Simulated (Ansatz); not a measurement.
Consider Ta in the bcc (W type) structure (space group Im-3m, No. 229; a = 3.282 Å; relaxed with 0.1 eV smearing).

Computed with Ansatz (an electronic-structure program), PBEsol, PAW, cutoff 420 eV, no spin-orbit coupling.

For the base:

The pressure is 0.0 GPa.

The change: an isotropic linear strain of +3.00 %, atoms relaxed at fixed cell.

### Question
What does the calculation give for the energy relative to the base after the change?

### Answer
The energy increases by 85 meV/atom.

### Question
How does this affect the pressure?

### Answer
The pressure goes from zero to -15.5 GPa.

No phonon test of stability was made. All final runs are without spin polarisation.
